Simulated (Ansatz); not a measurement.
The reference is AlNi in the CsCl type structure (space group Pm-3m, No. 221; not spin-polarised; relaxed with 0.1 eV smearing).

Space group Pm-3m (No. 221); a = 2.893 Å, b = 2.893 Å, c = 2.893 Å, α = 90.00°, β = 90.00°, γ = 90.00°

```tsv
atom	site	symmetry	x	y	z
Al	1a	m-3m	0.0000	0.0000	0.0000
Ni	1b	m-3m	0.5000	0.5000	0.5000
```

Calculations: PBE (Ansatz, a program for electronic structure; PAW; 420 eV plane waves; no spin-orbit coupling), earlier PAW set.

Before the change:

The pressure comes out as 0.0 GPa.

Now apply this change: every lattice vector is stretched by 3.92 %, atoms relaxed at fixed cell.

How does this affect the energy relative to the base and pressure?

The energy increases by 73 meV/atom; the pressure goes from zero to -14.2 GPa.

The cells carry an imposed strain or load. Stability against distortions was not tested. Starting moments died away, wholly or in part, for the base; another magnetic solution may exist. The final runs are not spin-polarised.
